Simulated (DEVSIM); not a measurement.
System: illuminated Ge n-on-p cell, one wavelength, at 250 K.

Layer 1 from the left is Ge, thickness (μm) 0.370, Nd (cm⁻³) 1.1e18, τn (s) 3.6e-5, τp (s) 5e-5, absorption coefficient (cm⁻¹) 140. Layer 2 from the left is Ge, thickness (μm) 150, Na (cm⁻³) 3.5e16, τn (s) 7.4e-5, τp (s) 7.4e-5, absorption coefficient (cm⁻¹) 140.

Left contact: ohmic, minority hole recombination velocity 2000 cm/s. Right contact: ohmic, minority electron recombination velocity 2e5 cm/s. Voltage is applied to the left contact. Recombination: SRH at mid-gap, radiative, Auger. Light enters at the left, 3.7e16 photons cm⁻² s⁻¹, one pass, no reflection. Mobility is constant in doping.

This is a model device: material constants are rounded textbook-type values typed into the input, and sizes, dopings and lifetimes were drawn at random. Values at 300 K; Nc and Nv go as T^1.5, mobilities as T to minus their exponent, the gap by Varshni's rule with the affinity fixed.

Ge: gap (eV) 0.664, affinity (eV) 4, permittivity 16, Nc (cm⁻³) 1.04e19, Nv (cm⁻³) 6e18, μn (cm²/Vs) 3900, μp (cm²/Vs) 1900, T exponent of μn 1.66, T exponent of μp 2.33, B (cm³/s) 6.4e-14, Cn (cm⁶/s) 1e-31, Cp (cm⁶/s) 1e-31, Varshni α (eV/K) 0.000477, Varshni β (K) 235.

Simulated with DEVSIM: 1D drift-diffusion, Boltzmann statistics, complete ionisation; no tunnelling, impact ionisation, image-force lowering or self-heating.

Dark forward current:

```tsv
|V| (V)	|J| (A/cm²)
0.05	1.986e-7
0.10	2.196e-6
0.15	2.245e-5
0.20	0.0002285
0.25	0.002326
0.30	0.02367
0.35	0.2404
0.40	2.385
0.45	20.37
0.50	120.2
0.55	495.9
0.60	1532
0.65	3574
```

Problem. Work out the local ideality factor n = ΔV / (kT/q · ln(J2/J1)) between the rows 0.10 and 0.15 V, 0.60 and 0.65 V.

Solution. kT/q = 21.54 mV. From 0.10 to 0.15 V: ln(2.245e-5/2.196e-6) = 2.325, n = 1.00, near the 1 of diffusion or emission over a barrier. From 0.60 to 0.65 V: ln(3574/1532) = 0.847, n = 2.74.

Problem. What current could the absorbed light give at most, and what share is collected?

Solution. Σ αd = 2.11, so qΦ(1 − exp(−Σ αd)) = 5.21 mA/cm². The simulated short-circuit current is 3.524 mA/cm², a share of 0.68.

Problem. Estimate the open-circuit voltage by superposition: the voltage at which the dark current equals that short-circuit current.

Solution. Interpolating ln J in the table gives 0.259 V. The simulation gives 0.259 V, the same within the digits that matter. Superposition holds where collection doesn't change with voltage.

Problem. Estimate the fill factor from FF0 = (v − ln(v + 0.72))/(v + 1), v = qVoc/(nkT), with n from the dark curve.

Solution. The rows about Voc, 0.25 and 0.30 V, give n = 1.00, so v = 12.0 and FF0 = 0.728. The simulation gives 0.724, the same within the digits that matter.
